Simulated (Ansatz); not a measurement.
## How far PBE and PBEsol part for ScAl3, isotropic strain −0.21 %

Consider ScAl3 in the Cu3Au type structure (space group Pm-3m, No. 221; a = 4.107 Å; relaxed with 0.1 eV smearing).

(Cell as relaxed with PBE.)

Levels (all Ansatz, a first-principles code, PAW, earlier PAW set): PBE (420 eV, no spin-orbit coupling); PBEsol (420 eV, without spin-orbit coupling).

Each level relaxes its own structure.

| base | PBE | PBEsol |
|---|---|---|
| volume per atom | 17.31 Å³ | 16.89 Å³ |
| lattice parameter a | 4.107 Å | 4.072 Å |
| band gap | zero | zero |

Now apply this change: every lattice vector is shortened by 0.21 %; the atoms relax in the strained cell.

```csv
quantity,PBE,PBEsol
pressure,0.6 GPa,(withheld)
energy relative to the base (free energy F),+0.2 meV/atom,(withheld)
band gap,zero,(withheld)
```

Q: What does PBEsol give?

A: 
- pressure, PBEsol: 0.6 GPa
- energy relative to the base (free energy F), PBEsol: +0.2 meV/atom
- band gap, PBEsol: zero

The two agree on the pressure, energy relative to the base and band gap. Neither level is exact; PBEsol is the comparison here, not a measurement.

Stability against distortions was not tested. The final runs are not spin-polarised.
